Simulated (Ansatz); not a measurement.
The starting structures come from a database of crystals and need not be the phases stable at ambient conditions.

 Where the default PAW files enter, the runs use the earlier of Ansatz's two default sets.

The decay constant κ of evanescent states in the gap governs leakage through a thin film.

Input:

```
GaLaO3
1.0
    5.52989     0.00000     0.00000
   -0.13176     7.86579     0.00000
    2.69907     3.93289     2.79769
La Ga O
2 2 6
Direct
  0.50356   0.25178   0.00000
  0.50356   0.75178   0.00000
  0.00722   0.50361   0.00000
  0.00722   0.00361   0.00000
  0.94223   0.18482   0.13949
  0.50913   0.32431   0.43310
  0.08172   0.75741   0.42741
  0.08172   0.82431   0.86051
  0.94223   0.25741   0.56690
  0.50913   0.68482   0.57259
```

Space group of this cell: R3c. The cell is taken as given; by r2SCAN its mean pressure is -4.8 GPa.

Transport runs along the normal of the first two printed cell vectors, the (110) plane of the conventional cell.

No gap correction and no spin-orbit coupling; mid-gap values are interpolated between computed energies.

**Question.** Give the band gap and the smallest decay constant κ at mid-gap that r2SCAN (Ansatz, an electronic-structure program) yields.

**Answer.** Gap 4.06 eV on a 12×12×12 mesh; κ = 0.421 1/Å, at (0.333, 0.500) of the in-plane reciprocal vectors. At the zone centre, at the nearest computed energy, the slowest state has κ = 0.43 1/Å.
